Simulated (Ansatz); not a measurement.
The starting structures come from a database of crystals and need not be the phases stable at ambient conditions.

 Where the default PAW files enter, the runs use the earlier of Ansatz's two default sets.

By PBEsol, the system below comes out a metal.

```
CELL_PARAMETERS angstrom
      2.82708     0.00000     0.00000
     -1.41354     2.44832     0.00000
      0.00000     0.00000     9.18599
ATOMIC_POSITIONS crystal
  Al 0.00000 0.00000 0.00000
  Al 0.00000 0.00000 0.50000
  Al 0.33333 0.66667 0.25000
  Al 0.66667 0.33333 0.75000
```

Space group of this cell: P6_3/mmc. The cell is taken as given; by PBEsol its mean pressure is 1.8 GPa.

The current flows along the normal of the first two printed cell vectors, the (001) plane of the conventional cell. No spin-orbit coupling; the value is a mean over 0.1 eV about the Fermi level.

### Question
Estimate the ballistic conductance per area that PBEsol (Ansatz, an electronic-structure program) returns for this system.

### Answer
1.3 × 10¹⁵ S/m² for both spins.
